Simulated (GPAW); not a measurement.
## Input and output of a self-consistent single point for Mo6IrRu (Pm-3, 8 atoms in the cell) (GPAW)

Computed with LDA (Perdew-Wang 92), GPAW PAW datasets LDA (gpaw-data 1.0.1) (plane waves; GPAW).

The input file:

```python
from ase import Atoms
from ase.units import GPa
from gpaw import GPAW

atoms = Atoms(['Mo', 'Mo', 'Mo', 'Mo', 'Mo', 'Mo', 'Ru', 'Ir'],
              cell=[[5.077942, 0.000000, 0.000000],
                    [0.000000, 5.077942, 0.000000],
                    [0.000000, 0.000000, 5.077942]],
              scaled_positions=[[0.000000, 0.500000, 0.750760],
                                [0.000000, 0.500000, 0.249240],
                                [0.750760, 0.000000, 0.500000],
                                [0.249240, 0.000000, 0.500000],
                                [0.500000, 0.750760, 0.000000],
                                [0.500000, 0.249240, 0.000000],
                                [0.000000, 0.000000, 0.000000],
                                [0.500000, 0.500000, 0.500000]],
              pbc=True)

calc = GPAW(mode={'name': 'pw', 'ecut': 600},
            xc='LDA',
            kpts=(5, 5, 5),
            occupations={'name': 'methfessel-paxton', 'width': 0.272, 'order': 0},
            nbands=-12,
            convergence={'density': 1e-05},
            symmetry={'symmorphic': False, 'tolerance': 0.0005},
            maxiter=120,
            txt='-')

atoms.calc = calc

energy = atoms.get_potential_energy()
print('Energy (eV):', round(energy, 6))
forces = atoms.get_forces()
print('Forces (eV/Ang):')
print(forces.round(5))
stress = atoms.get_stress()
print('Stress (GPa, Voigt):', (stress / GPa).round(4))
```

The program printed (abridged):

```
Input parameters:
  convergence: {density: 1e-05}
  kpts: [5 5 5]
  maxiter: 120
  mode: {ecut: 600,
         name: pw}
  nbands: -12
  occupations: {name: methfessel-paxton,
                order: 0,
                width: 0.272}
  symmetry: {symmorphic: False,
             tolerance: 0.0005}

species:
  Mo:
    name: Molybdenum
    Z: 42.0
    valence: 14
    core: 28
    charge: 0.0
    file: Mo.LDA.gz

    # Using partial waves for Mo as LCAO basis

  Ru:
    name: Ruthenium
    Z: 44.0
    valence: 16
    core: 28
    charge: 0.0
    file: Ru.LDA.gz

    # Using partial waves for Ru as LCAO basis

  Ir:
    name: Iridium
    Z: 77.0
    valence: 15
    core: 62
    charge: 0.0
    file: Ir.LDA.gz

    # Using partial waves for Ir as LCAO basis

Reference energy: -1267454.531143  # eV

Spin-paired calculation

Convergence criteria:
 Maximum [total energy] change in last 3 cyles: 0.0005 eV / valence electron
 Maximum integral of absolute [dens]ity change: 1e-05 electrons / valence electron
 Maximum integral of absolute [eigenst]ate change: 4e-08 eV^2 / valence electron
 Maximum number of scf [iter]ations: 120

Symmetries present (total): 24
Symmetries with fractional translations: 0
125 k-points: 5 x 5 x 5 Monkhorst-Pack grid
11 k-points in the irreducible part of the Brillouin zone
       k-points in crystal coordinates                weights
   0:     0.00000000    0.00000000    0.00000000          1/125
   1:     0.20000000    0.00000000    0.00000000          6/125
   2:     0.20000000    0.20000000    0.00000000         12/125
   [... 8 lines left out ...]

Wave functions: Plane wave expansion
  Cutoff energy: 600.000 eV
  Number of coefficients (min, max): 4352, 4385
  Pulay-stress correction: 0.000000 eV/Ang^3 (de/decut=0.000000)

Occupation numbers: Methfessel-Paxton:
  width: 0.2720  # eV
  order: 0

Eigensolver

Densities:
  Coarse grid: 30*30*30 grid
  Fine grid: 60*60*60 grid
  Total Charge: 0.000000

Density mixing:
  Method: separate
  Backend: pulay
  Linear mixing parameter: 0.05
  old densities: 5
  Damping of long wavelength oscillations: 50

Hamiltonian:
  XC and Coulomb potentials evaluated on a 60*60*60 grid
  External potential:
    NoExternalPotential

Number of atoms: 8
Number of atomic orbitals: 103
Number of bands in calculation: 69
Number of valence electrons: 115
Bands to converge: occupied

Density initialized from atomic densities
  69 bands from LCAO basis set

Atomic positions and initial magnetic moments

Positions:
   0 Mo     0.000000    2.538971    3.812316    ( 0.0000,  0.0000,  0.0000)
   1 Mo     0.000000    2.538971    1.265626    ( 0.0000,  0.0000,  0.0000)
   2 Mo     3.812316    0.000000    2.538971    ( 0.0000,  0.0000,  0.0000)
   3 Mo     1.265626    0.000000    2.538971    ( 0.0000,  0.0000,  0.0000)
   4 Mo     2.538971    3.812316    0.000000    ( 0.0000,  0.0000,  0.0000)
   5 Mo     2.538971    1.265626    0.000000    ( 0.0000,  0.0000,  0.0000)
   6 Ru     0.000000    0.000000    0.000000    ( 0.0000,  0.0000,  0.0000)
   7 Ir     2.538971    2.538971    2.538971    ( 0.0000,  0.0000,  0.0000)

Unit cell:
           periodic     x           y           z      points  spacing
  1. axis:    yes    5.077942    0.000000    0.000000    30     0.1693
  2. axis:    yes    0.000000    5.077942    0.000000    30     0.1693
  3. axis:    yes    0.000000    0.000000    5.077942    30     0.1693

  Lengths:   5.077942   5.077942   5.077942
  Angles:   90.000000  90.000000  90.000000

Effective grid spacing dv^(1/3) = 0.1693

     iter     time        total  log10-change:
                         energy   eigst   dens
iter:   1 --:--:--  -103.897742
iter:   2 --:--:--  -102.440640   -0.51  -1.18
iter:   3 --:--:--   -98.261373   -0.53  -1.21
iter:   4 --:--:--   -97.151800   -1.15  -1.38
iter:   5 --:--:--   -96.289200   -0.94  -1.51
iter:   6 --:--:--   -96.466485   -1.40  -1.95
iter:   7 --:--:--   -96.303291   -1.80  -2.00
iter:   8 --:--:--   -96.163749   -2.18  -2.13
iter:   9 --:--:--   -96.161126   -3.30  -2.73
iter:  10 --:--:--   -96.160555c  -4.01  -2.82
iter:  11 --:--:--   -96.161091c  -3.90  -2.91
iter:  12 --:--:--   -96.161451c  -3.45  -3.07
iter:  13 --:--:--   -96.159936c  -4.17  -3.10
iter:  14 --:--:--   -96.159922c  -4.89  -3.45
iter:  15 --:--:--   -96.160621c  -4.46  -3.40
   [... 3 lines left out ...]
iter:  19 --:--:--   -96.160115c  -6.49  -4.06
iter:  20 --:--:--   -96.160116c  -6.55  -4.18
iter:  21 --:--:--   -96.160118c  -6.94  -4.18
iter:  22 --:--:--   -96.160098c  -7.34  -4.20
iter:  23 --:--:--   -96.160086c  -6.80  -4.25
iter:  24 --:--:--   -96.160090c  -7.66c -4.45
iter:  25 --:--:--   -96.160086c  -6.78  -4.47
iter:  26 --:--:--   -96.160081c  -7.04  -4.71
iter:  27 --:--:--   -96.160082c  -7.64c -4.79
iter:  28 --:--:--   -96.160089c  -7.72c -4.93
iter:  29 --:--:--   -96.160088c  -8.46c -5.04c

Converged after 29 iterations.

Dipole moment: (0.000000, 0.000000, 0.000000) |e|*Ang

Energy contributions relative to reference atoms: (reference = -1267454.531143)

Kinetic:       -133.961044
Potential:      +87.350838
External:        +0.000000
XC:             -47.703735
Entropy (-ST):   -0.390859
Local:           -1.650719
SIC:             +0.000000
--------------------------
Free energy:    -96.355518
Extrapolated:   -96.160088

Showing only first 2 kpts
 Kpt  Band  Eigenvalues  Occupancy
  0    55     10.76575    2.00000
  0    56     12.22282    0.24402
  0    57     12.22282    0.24402
  0    58     12.29585    0.12241

  1    55     11.14589    1.99999
  1    56     11.70160    1.87764
  1    57     12.19337    0.31158
  1    58     12.22834    0.23259

Fermi level: 11.99875

No gap
No difference between direct/indirect transitions
Energy (eV): -96.160088

Forces in eV/Ang:
  0 Mo   -0.00000   -0.00000    0.03476
  1 Mo   -0.00000   -0.00000   -0.03476
  2 Mo    0.03476    0.00000    0.00000
  3 Mo   -0.03476    0.00000    0.00000
  4 Mo   -0.00000    0.03476    0.00000
  5 Mo   -0.00000   -0.03476    0.00000
  6 Ru    0.00000    0.00000    0.00000
  7 Ir    0.00000    0.00000    0.00000

Stress tensor:
     0.162204     0.000000     0.000000
     0.000000     0.162204     0.000000
     0.000000     0.000000     0.162204
Stress (GPa, Voigt): [25.9879 25.9879 25.9879  0.      0.      0.    ]
```

The run converged in 29 iterations. GPAW prints stress with tension positive.

The starting cell comes from a database of computed structures (which also holds hypothetical and non-ambient phases and stackings), without a prior relaxation at this level. Its lattice was rescaled by a random factor within 2.5 % of one. Spin-orbit coupling is off. Spin polarisation is off. With a pressure of about -26 GPa the cell is away from its equilibrium volume at this level.

Cost on one core of a shared machine: roughly 70 s.
